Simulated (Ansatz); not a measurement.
## Several settings converged on Pt (Fm-3m, 1 atom in the cell)

```yaml
crystal:
  lattice:
    - [0.00000, 1.95412, 1.95412]
    - [1.95412, 0.00000, 1.95412]
    - [1.95412, 1.95412, 0.00000]
  atoms:
    - { symbol: Pt, position: [0.00000, 0.00000, 0.00000] }
```

Base method: PBEsol, default PAW files made with PBE (plane waves; Ansatz, an electronic-structure program).

Base settings: basis.ecutwfc = 420 eV; kpoints.mp_grid.grid = 14 14 14; hamiltonian.xc = pbesol; hamiltonian.pseudopotentials = {kind: paw} (the program's default PAW files); scf.occupations.method = gaussian; scf.occupations.width = 0.1 eV.

The count of work is k-points × plane waves × bands × iterations; it is no time. Core times come from one kind of shared machine, to one figure; runs under 30 s give none.

**The q mesh of the phonons**

In this ladder: kpoints.mp_grid.grid = 12 12 12; phonons.method = dfpt.

Only quantities that move along the ladder and can be compared are tabulated.

Thermal sums run over frequencies interpolated from this q mesh.

| phonons.qmesh | zero-point energy (meV/atom) | vibrational free energy at 300 K (meV/atom) | core time / last (rough) |
|---|---|---|---|
| 2 2 2 | 24.54 | -37.91 | – |
| 3 3 3 | 23.43 | -42.07 | 0.2 |
| 4 4 4 | 23.03 | -44.66 | 0.6 |
| 6 6 6 | 22.81 | -46.09 | 1 |

Coarsest phonons.qmesh that holds the vibrational free energy at 300 K within 2 meV/atom: not settled: the last two steps still differ by 1.4 meV/atom, over half the tolerance, so the ladder does not show it.

Coarsest phonons.qmesh that holds the zero-point energy within 0.5 meV/atom of the last step, with all finer ones: 4 4 4; the step before is off by 0.62 meV/atom.

**The size of a vacancy's supercell**

On Pt (Fm-3m, 2 atoms in the cell), and larger cells.

Steps: 2 x 1 x 1 supercell, one Pt atom taken out, nothing relaxed; 2 x 2 x 1 supercell, one Pt atom taken out, nothing relaxed; and so on, with the mesh thinned in proportion.

Only quantities that move along the ladder and can be compared are tabulated.

| atoms | unrelaxed vacancy energy (eV) | count of work / last |
|---|---|---|
| 2 | 1.396 | 0.077 |
| 4 | 1.138 | 0.28 |
| 8 | 0.641 | 0.17 |
| 12 | 0.890 | 1.4 |
| 27 | 1.164 | 1.0 |

Smallest size that holds the unrelaxed vacancy energy within 0.1 eV: not settled: the last two steps still differ by 0.27 eV, over half the tolerance, so the ladder does not show it.

On the base run: the starting cell has typed, rounded lattice constants, without a prior relaxation at this level. Its lattice was rescaled by up to half a per cent. Spin polarisation is off.

Left out of this page: 1 run of the series stopped by limits of time or memory.

Keys are those of Ansatz 0.2.
